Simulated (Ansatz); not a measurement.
**Variants of one calculation on SrFeO3 (Pm-3m, 5 atoms in the cell)**

```
CELL_PARAMETERS angstrom
      3.82881     0.00000     0.00000
      0.00000     3.82881     0.00000
      0.00000     0.00000     3.82881
ATOMIC_POSITIONS crystal
  Sr 0.00000 0.00000 0.00000
  Fe 0.50000 0.50000 0.50000
  O  0.00000 0.50000 0.50000
  O  0.50000 0.00000 0.50000
  O  0.50000 0.50000 0.00000
```
Moments meant for the start (each program seeds them in its own way; μB, in the order of the atoms Sr Fe O O O): 0.0 4.0 0.0 0.0 0.0.

Base run A: PBEsol+U, default PAW files made with PBE run with Ansatz (a first-principles code), self-consistent single point.

Its settings: basis.ecutwfc = 30.9 Ry; kpoints.mp_grid.grid = 7 7 7; hamiltonian.xc = pbesol; hamiltonian.pseudopotentials = {kind: paw} (the program's default PAW files); hamiltonian.hubbard.sites = [{species: Fe, l: d, u_eff: 5.3}] eV; magnetization.spin_polarized = true; scf.occupations.method = cold; scf.occupations.width = 0.0037 Ry.

The starting cell comes from a database of computed structures (which also holds hypothetical and non-ambient phases and stackings), without a prior relaxation at this level. With one magnetic atom in the cell only a parallel order is possible. With U or open f shells several self-consistent states can exist. Ansatz's pressure includes its estimate of the finite-basis (Pulay) stress.

ΔF is the free energy per atom less that of run A. A dash stands where there is no value to compare (another energy zero or no entropy term, no result, no spin, no clean gap, or a mesh too coarse for one). 

These are the values that this program gave, and no reference: magnets with a U can end in a higher state.

```json
[
 {"run": "A", "change": "base", "ΔF (meV/atom)": "0.00", "pressure (GPa)": "2.18", "size of the net moment (μB/atom)": "0.80", "Hubbard energy (eV/atom)": "0.549", "k-points": "20"},
 {"run": "B", "change": "scf.occupations.width: 0.0037 Ry → 0.0007 Ry", "ΔF (meV/atom)": "-0.05", "pressure (GPa)": "2.20", "size of the net moment (μB/atom)": "0.80", "Hubbard energy (eV/atom)": "0.549", "k-points": "20"},
 {"run": "C", "change": "scf.convergence.dr2_threshold: default (1e-07 eV) → 0.01 eV", "ΔF (meV/atom)": "0.02", "pressure (GPa)": "2.20", "size of the net moment (μB/atom)": "0.80", "Hubbard energy (eV/atom)": "0.549", "k-points": "20"},
 {"run": "D", "change": "crystal.symmetry.detect: default → false", "ΔF (meV/atom)": "0.00", "pressure (GPa)": "2.18", "size of the net moment (μB/atom)": "0.80", "Hubbard energy (eV/atom)": "0.549", "k-points": "172"},
 {"run": "E", "change": "hamiltonian.hubbard.sites: [{species: Fe, l: d, u_eff: 5.3}] eV → [{species: Fe, l: d, u_eff: 1.0}] eV", "ΔF (meV/atom)": "–", "pressure (GPa)": "-2.99", "size of the net moment (μB/atom)": "0.76", "Hubbard energy (eV/atom)": "0.138", "k-points": "20"},
 {"run": "F", "change": "kpoints.mp_grid.grid: 7 7 7 → 4 4 4", "ΔF (meV/atom)": "14.0", "pressure (GPa)": "2.85", "size of the net moment (μB/atom)": "0.80", "Hubbard energy (eV/atom)": "0.540", "k-points": "10"},
 {"run": "G", "change": "scf.mixing.algorithm: default (the program chose MSR1) → broyden; scf.mixing.beta: default → 0.9", "ΔF (meV/atom)": "0.00", "pressure (GPa)": "2.18", "size of the net moment (μB/atom)": "0.80", "Hubbard energy (eV/atom)": "0.549", "k-points": "20"},
 {"run": "H", "change": "scf.mixing.algorithm: default (the program chose MSR1) → broyden; scf.mixing.beta_mag: default → 2", "ΔF (meV/atom)": "0.00", "pressure (GPa)": "2.18", "size of the net moment (μB/atom)": "0.80", "Hubbard energy (eV/atom)": "0.549", "k-points": "20"},
 {"run": "I", "change": "scf.mixing.algorithm: default (the program chose MSR1) → anderson", "ΔF (meV/atom)": "0.00", "pressure (GPa)": "2.18", "size of the net moment (μB/atom)": "0.80", "Hubbard energy (eV/atom)": "0.549", "k-points": "20"}
]
```

Run B against A: The free energy hardly moves (within 1 meV/atom), the pressure moves little (2.18 to 2.20 GPa) and the size of the net moment stays at 0.80 μB/atom.

Run F against A: The free energy goes up by 14.0 meV/atom, the pressure goes from 2.18 to 2.85 GPa and the size of the net moment stays at 0.80 μB/atom.

Run E against A: The pressure goes from 2.18 to -2.99 GPa and the size of the net moment goes from 0.80 to 0.76 μB/atom.

Keys are those of Ansatz 0.2.
